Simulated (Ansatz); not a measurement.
# Pressure series in ZrTaC2

Start from ZrTaC2 (space group R-3m, No. 166; a = 3.2080 Å, c = 15.8075 Å (hexagonal axes); a cell from a computed database, its experimental status unchecked).

Cell and atoms are relaxed at each pressure.

The values are results of PBEsol, PAW, 420 eV (Ansatz, a program for electronic structure; no spin-orbit coupling), not measurements.

```json
[
 {"pressure (GPa)": "-2", "volume per atom (Å³/atom)": "11.823"},
 {"pressure (GPa)": "-1", "volume per atom (Å³/atom)": "11.782"},
 {"pressure (GPa)": "0", "volume per atom (Å³/atom)": "11.741"},
 {"pressure (GPa)": "0.3", "volume per atom (Å³/atom)": "11.729"},
 {"pressure (GPa)": "0.7", "volume per atom (Å³/atom)": "11.712"},
 {"pressure (GPa)": "3", "volume per atom (Å³/atom)": "11.622"},
 {"pressure (GPa)": "5", "volume per atom (Å³/atom)": "11.546"},
 {"pressure (GPa)": "7.5", "volume per atom (Å³/atom)": "?"},
 {"pressure (GPa)": "10", "volume per atom (Å³/atom)": "11.367"}
]
```

Q: Fit the third-order Birch–Murnaghan form P(V) = (3B₀/2)[(V₀/V)^(7/3) − (V₀/V)^(5/3)]·[1 + (3/4)(B₀′ − 4)((V₀/V)^(2/3) − 1)] (squares taken in P) to the rows shown and predict the withheld row.

A: Least squares on the printed values gives V₀ = 11.741 Å³/atom, B₀ = 289 GPa, B₀′ = 4.1; this predicts 11.455 Å³/atom, and the run gives 11.455 Å³/atom, in agreement.

Load acts through the strain it causes; cell and atoms are relaxed under it. Whether these cells are dynamically stable was not tested. Competing high-pressure phases were not computed. All final runs are without spin polarisation. An odd electron count without spin: ZrTaC2.
